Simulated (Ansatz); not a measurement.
The structure below was relaxed with PBE (Ansatz, a first-principles code), no spin-orbit coupling.

Space group Cmmm (No. 65); a = 3.400 Å, b = 5.061 Å, c = 10.047 Å, α = 90.00°, β = 90.00°, γ = 90.00°

```json
[
 {"atom": "Zr", "site": "2a", "symmetry": "mmm", "x": "0.0000", "y": "0.0000", "z": "0.0000"},
 {"atom": "Zr", "site": "4l", "symmetry": "mm2", "x": "0.0000", "y": "0.5000", "z": "0.2674"},
 {"atom": "Nb", "site": "2d", "symmetry": "mmm", "x": "0.5000", "y": "0.5000", "z": "0.5000"}
]
```

**Question.** Write out a cell with all atoms.

**Answer.** 
```xyz
8
Lattice="3.3997 0.0000 0.0000 0.0000 5.0607 0.0000 0.0000 0.0000 10.0469" Properties=species:S:1:pos:R:3 pbc="T T T"
Zr     0.0000     0.0000     0.0000
Zr     1.6999     0.0000     2.6869
Nb     0.0000     0.0000     5.0235
Zr     1.6999     0.0000     7.3601
Zr     1.6999     2.5303     0.0000
Zr     0.0000     2.5303     2.6869
Nb     1.6999     2.5303     5.0235
Zr     0.0000     2.5303     7.3601
```
This is the conventional cell.

Each cell is one ordered arrangement of few atoms, which overstates ordering effects compared with a random alloy. Whether these cells are dynamically stable was not tested. The final runs are not spin-polarised. An odd electron count without spin: Zr3Nb. The cell was made from Nb by this change: x(Zr) = 0.75, 4 atoms, Cmmm. Zr3Nb has a high density of states at the Fermi level and may be magnetic at this level.
